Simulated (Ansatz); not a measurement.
Ru on the Hf site (Ru_Hf) in monoclinic HfO2 (start: the Hf site; 96-site cell, 2×2×2 shifted sampling). Method: PBE, PAW (plane waves to 420 eV; Ansatz, an electronic-structure program). Total energies of the localised charge states, counted from that of charge +1, and their image corrections (point charge with alignment); the host's valence-band maximum lies at 13.691 eV on the cells' energy zero and its gap is 4.04 eV.

```tsv
charge	moment (μB)	E − E(first) (eV)	correction (eV)
+1	3.0	0.000	-0.053
0	2.0	14.809	0.000
−1	1.0	30.216	0.214
```

Question: Derive the transition levels above the valence-band maximum and say which of them are thermodynamic.

Answer: A level is the Fermi energy at which two charges have equal formation energy: ε(q/q′) = [E(q′) + corr(q′) − E(q) − corr(q)] / (q − q′) − E_VBM.
ε(+1/0) = [(14.809 + 0.000) − (0.000 + -0.053)] / 1 − 13.691 = 1.17 eV
ε(0/−1) = [(30.216 + 0.214) − (14.809 + 0.000)] / 1 − 13.691 = 1.93 eV
Thermodynamic levels at least 0.1 eV inside the gap: (+1/0) at 1.17 eV; (0/−1) at 1.93 eV. They hold to tenths of an eV in this cell. Only the charges listed were compared. Flagged in the runs: a host whose relaxation on this sampling wasn't shown to rest, a strain field that reaches the edge of the cell.
